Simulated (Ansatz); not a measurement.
System: LuAlN₂ (model structure, started from the LiGaO2 type, Pna2₁, No. 33, 16 atoms in the cell). Method: PBE+SOC (PAW; Ansatz, a quantum-chemistry and plane-wave program).

Input:

Ansatz 0.2 input:
```yaml
crystal:
  lattice:
    - [5.8665803487, 0.0, 0.0]
    - [0.0, 6.9154483823, 0.0]
    - [0.0, 0.0, 5.1334795683]
  atoms:
    - { symbol: Lu, position: [0.5985443861, 0.877089524, 0.9845081728] }
    - { symbol: Lu, position: [0.4014556139, 0.122910476, 0.4845081728] }
    - { symbol: Lu, position: [0.9014556139, 0.377089524, 0.4845081728] }
    - { symbol: Lu, position: [0.0985443861, 0.622910476, 0.9845081728] }
    - { symbol: Al, position: [0.5730492284, 0.373414838, 0.0013637318] }
    - { symbol: Al, position: [0.4269507716, 0.626585162, 0.5013637318] }
    - { symbol: Al, position: [0.9269507716, 0.873414838, 0.5013637318] }
    - { symbol: Al, position: [0.0730492284, 0.126585162, 0.0013637318] }
    - { symbol: N, position: [0.0498886507, 0.104187186, 0.367739227] }
    - { symbol: N, position: [0.9501113493, 0.895812814, 0.867739227] }
    - { symbol: N, position: [0.4501113493, 0.604187186, 0.867739227] }
    - { symbol: N, position: [0.5498886507, 0.395812814, 0.367739227] }
    - { symbol: N, position: [0.3953307654, 0.1459995907, 0.9195888684] }
    - { symbol: N, position: [0.6046692346, 0.8540004093, 0.4195888684] }
    - { symbol: N, position: [0.1046692346, 0.6459995907, 0.4195888684] }
    - { symbol: N, position: [0.8953307654, 0.3540004093, 0.9195888684] }
basis:
  ecutwfc: 520
  ecutrho_ratio: 4
  xc_grid: 2
kpoints:
  mp_grid: { grid: [6, 4, 6] }
hamiltonian:
  xc: pbe
  dispersion: none
  pseudopotentials: { kind: paw }
scf:
  occupations: { method: fermi_dirac, width: 0.01 }
  convergence: { dr2_threshold: 0.0000000016 }
output:
  forces: true
  stress: true
  eigenvalues: true
magnetization:
  noncollinear: true
  spin_orbit: true
```

The run printed, among other lines:

```
Crystal: 16 atoms, lattice volume = 208.265 Å³
Basis set: ecut = 520 eV, 5599 PW (Γ), exchange–correlation on 90×108×80 points (8 copies of the dense FFT grid, shifted against one another)
Bands: 184, of which v1, the nominal top of the filled ones, is band 152 counted from 1 (151 counted from 0)
Symmetry: 4 space group operations + 4 with time reversal
k-points: 48 of 144 (time reversal used)
Initial density: superposition of atomic densities (chi_scale 0.1, normalization cell, long waves kept (reshape's long-wave potential 0.01 eV rms))
Functional: x = pbe(κ = 0.804, μ = 0.2195149727645171), c = pbe(β = 0.06672455060314922)
spin=Noncollinear: Resta preconditioning applied to the charge; magnetization (m_x, m_y, m_z) channels mix plain (no charge-response kernel on spin).
SCF 1 converged in 13 iterations: F = -64242.800827 eV  dr2 = 9.12e-10
SCF converged after 13 iterations
Free energy (F): -64242.800827 eV
Internal energy: -64242.800827 eV  (E = F + TS)
E sigma→0 (E₀):  -64242.800827 eV
Fermi energy:    12.378895 eV
--- Forces (eV/Å), atoms counted from 1 ---
  atom   1  Lu    -0.01215010     0.01633168     0.00666212
  atom   2  Lu     0.01215010    -0.01633168     0.00666212
  atom   3  Lu     0.01215010     0.01633168     0.00666212
  atom   4  Lu    -0.01215010    -0.01633168     0.00666212
  atom   5  Al    -0.00541082     0.00530331     0.00012086
  atom   6  Al     0.00541082    -0.00530331     0.00012086
  atom   7  Al     0.00541082     0.00530331     0.00012086
  atom   8  Al    -0.00541082    -0.00530331     0.00012086
  atom   9  N     -0.06042657    -0.10447137    -0.05574185
  atom  10  N      0.06042657     0.10447137    -0.05574185
  atom  11  N      0.06042657    -0.10447137    -0.05574185
  atom  12  N     -0.06042657     0.10447137    -0.05574185
  atom  13  N     -0.05267533     0.08750711     0.04895683
  atom  14  N      0.05267533    -0.08750711     0.04895683
  atom  15  N      0.05267533     0.08750711     0.04895683
  atom  16  N     -0.05267533    -0.08750711     0.04895683
--- Stress (GPa, compression-positive) ---
        4.089828       0.000000       0.000000
        0.000000       4.113633       0.000000
        0.000000       0.000000       4.435172
  P = ⅓ Tr σ = 4.2129 GPa (42.129 kbar)
```

Note: the relaxation could raise the start's symmetry but not lower it, so the cell can be a saddle point. Note: cell and atoms aren't relaxed at this level (largest force component 0.10 eV/Å, pressure 4.2 GPa).

A model structure was made by putting elements into a prototype or built by hand; it is no filed structure, need not be a known phase, and can be a saddle point held by its symmetry.
